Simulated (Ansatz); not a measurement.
## NbN in the rock salt structure (space group Fm-3m, No. 225)

```
NbN
1.0
    0.00000     2.21063     2.21063
    2.21063     0.00000     2.21063
    2.21063     2.21063     0.00000
N Nb
1 1
Cartesian
  0.00000   0.00000   0.00000
  2.21063   2.21063   2.21063
```

All numbers come from PBE/PAW in Ansatz (a first-principles code), no spin-orbit coupling. Γ-centred 18×18×18 mesh, Fermi–Dirac width 0.05 eV.

| Item | Value |
|---|---|
| Volume per atom | 10.80 Å³ |
| Density | 8.22 g/cm³ |
| Band gap | zero |
| Total energy | -2469.106 eV/atom (σ→0; compares only within this code and set-up) |

Whether these cells are dynamically stable was not tested. All final runs are without spin polarisation.
